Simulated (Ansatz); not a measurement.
Take Ag in the fcc (Cu type) structure (space group Fm-3m, No. 225; a = 4.104 Å; relaxed with 0.1 eV smearing) as the base. Axes: x, y, z lie along the cube axes.

All numbers come from r2SCAN/PAW in Ansatz (a quantum-chemistry and plane-wave program), spin-orbit coupling left out.

Strains are applied to the cell and any free atomic positions relax; under biaxial strain the out-of-plane vector relaxes too.

One change was made to it. Results:

```tsv
quantity	base	after
volume per atom	17.28 Å³	17.46 Å³
energy relative to the base (free energy F)	0 meV/atom	+4.1 meV/atom
```

Q: Which change produced these results?
A. biaxial strain +3.00 %, plane normal [001], relaxed out of plane
B. biaxial strain +2.50 %, plane normal [001], relaxed out of plane
C. biaxial strain +1.00 %, plane normal [001], relaxed out of plane
D. biaxial strain +1.50 %, plane normal [001], relaxed out of plane

A: B, biaxial strain +2.50 %, plane normal [001], relaxed out of plane. For comparison, the energy relative to the base in the other runs: biaxial strain +1.00 %, plane normal [001], relaxed out of plane gives +0.8 meV/atom; biaxial strain +3.00 %, plane normal [001], relaxed out of plane gives +5.7 meV/atom; biaxial strain +1.50 %, plane normal [001], relaxed out of plane gives +1.6 meV/atom.

No phonon test of stability was made.
